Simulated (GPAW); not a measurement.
# Pressure against volume in rock-salt CaS (space group 225) (GPAW, PBEsol)

```
CaS
1.0
    0.00000     2.76240     2.76240
    2.76240     0.00000     2.76240
    2.76240     2.76240     0.00000
Ca S
1 1
Direct
  0.00000   0.00000   0.00000
  0.50000   0.50000   0.50000
```

Computed with PBEsol, GPAW PAW datasets PBEsol (made by gpaw-setup) (plane waves; GPAW). Settings: mode = pw; ecut = 585 eV; xc = PBEsol; kpts = 10 10 10; mesh shift (steps) = 0 0 0; occupations.name = fermi-dirac; occupations.width = 0.01 eV; nbands = -6; convergence.density = 1e-05 e/electron; convergence.bands = -4; symmetry.symmorphic = false; symmetry.tolerance = 0.0005; maxiter = 120. The cell above is the first row's. The rows scale it uniformly. In all rows fractional positions and the k mesh are held.

| V (Å^3/atom) | P (GPa) |
|---|---|
| 21.0794 | 4.44 |
| 21.5376 | 2.80 |
| 21.9959 | 1.32 |
| 22.4541 | -0.01 |
| 22.9124 | -1.20 |
| 23.3706 | -2.28 |
| 23.8288 | -3.24 |
| 24.2871 | -4.11 |
| 24.7454 | ? |

Taking a cubic for P over the 8 complete rows: With u = V - 22.7, the rows have u = -1.6206, -1.1624, -0.7041, -0.2459, 0.2124, 0.6706, 1.1288, 1.5871. Least squares gives P = -0.666 - 2.5958·u + 0.3050·u² - 0.02310·u³. Residuals (row less fit): 0.000, 0.000, -0.001, -0.001, 0.004, -0.003, 0.001, 0.000; standard error 0.003 (degrees of freedom: 4). The fitted pressure is zero at V0 = 22.45, where dP/dV = -2.752, so B0 = -V0·dP/dV = 61.8 GPa.

Task: Predict the withheld P at V = 24.7454 from the fit, and compare with the calculation.

Result: u = 2.0454, so P = -0.666 - 2.5958 × 2.0454 + 0.3050 × 2.0454² - 0.02310 × 2.0454³ = -4.897 GPa. The calculation gives -4.89 GPa, 0.007 GPa above the prediction (0.1 % of the range of P in the table). The row lies outside the fitted rows, so this is an extrapolation. From the scatter of the fitted rows alone, a prediction at this place has a standard error of 0.007 GPa, so the miss is 1.0 times that.

Carrying the step between the two nearest rows on in a straight line would have given -4.98, off by 0.09; series whose last step already gives the withheld value aren't shown. The scan was laid around a cell of about the measured size, scaled by a guess for this functional. The runs keep the symmetry of the cell, so they don't test it for distortions. Cutoffs and mesh are single choices, not tested for convergence of this quantity. Series with a scatter that would blur these digits, or in which a gap closes, are not shown.
